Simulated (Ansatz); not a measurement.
Start from WS2 (space group P6_3/mmc, No. 194; layered, stacked along the Cartesian z axis).

```
WS2
1.0
    3.15413     0.00000     0.00000
   -1.57707     2.73156     0.00000
    0.00000     0.00000    12.14083
W S
2 4
Direct
  0.66667   0.33333   0.75000
  0.33333   0.66667   0.25000
  0.66667   0.33333   0.37970
  0.33333   0.66667   0.87970
  0.33333   0.66667   0.62030
  0.66667   0.33333   0.12030
```

Method: DFT with PBE-D3(BJ), PAW potentials and a 420 eV plane-wave cutoff in Ansatz (an electronic-structure program), no SOC.

For the base:

| Quantity | Result |
|---|---|
| Pressure | 0.00 GPa |
| Hole mass | 0.88 mₑ along c, 0.55 mₑ across (at Γ) |
| Valence-band top at Γ | 0.00, -1.30, -1.42 eV |
| Width of the top valence band | 1.88 eV |

Modification: an isotropic linear strain of −1.20 %, atoms relaxed at fixed cell.

Problem. What does the calculation give for the pressure after the change?

Solution. The pressure (mean of the normal stresses, compression positive) goes from zero to 3.14 GPa.

Problem. What happens to the hole mass?

Solution. The hole mass becomes 0.86 mₑ along c, 0.55 mₑ across (at Γ) (base: 0.88 mₑ along c, 0.55 mₑ across (at Γ)).

Problem. Estimate the effect on the valence-band top at Γ.

Solution. The valence-band top at Γ (three highest levels, from the VBM) changes from 0.00, -1.30, -1.42 eV to 0.00, -1.36, -1.47 eV.

Problem. Predict the new width of the top valence band.

Solution. The width of the top valence band rises by 0.04 eV to 1.92 eV.

With W present, leaving out spin-orbit coupling can change the band edges. The levels and masses belong to the bands next to the band gap. Masses are band curvatures over ±0.01 Å⁻¹ around the edge. No phonon test of stability was made.
